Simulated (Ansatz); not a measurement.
**Be2Si: pressure series**

Start from Be$_{2}$Si (space group Fm-3m, No. 225; a = 5.2838 Å; a model cell, its experimental status unchecked).

Cell and atoms are relaxed at each pressure.

Computed with PBE in Ansatz (plane waves to 420 eV, PAW, scalar-relativistic without spin-orbit coupling).

Notes on the quantities. enthalpy: H = E + PV relative to the base's energy.

```csv
variant,density,enthalpy
base,2.08 g/cm³,–
pressure −2 GPa,2.03 g/cm³,-0.16 eV/atom
pressure −1 GPa,2.06 g/cm³,-0.08 eV/atom
pressure 1.8 GPa,2.11 g/cm³,+0.14 eV/atom
pressure 4.2 GPa,2.16 g/cm³,+0.32 eV/atom
pressure 9 GPa,2.25 g/cm³,+0.66 eV/atom
pressure 18 GPa,2.39 g/cm³,+1.28 eV/atom
pressure 30 GPa,2.56 g/cm³,+2.05 eV/atom
pressure 45 GPa,2.75 g/cm³,+2.95 eV/atom
pressure 60 GPa,2.91 g/cm³,+3.80 eV/atom
```

Load acts through the strain it causes; cell and atoms are relaxed under it. Whether these cells are dynamically stable was not tested. Competing high-pressure phases were not computed. All final runs are without spin polarisation.

Ansatz is a first-principles code.
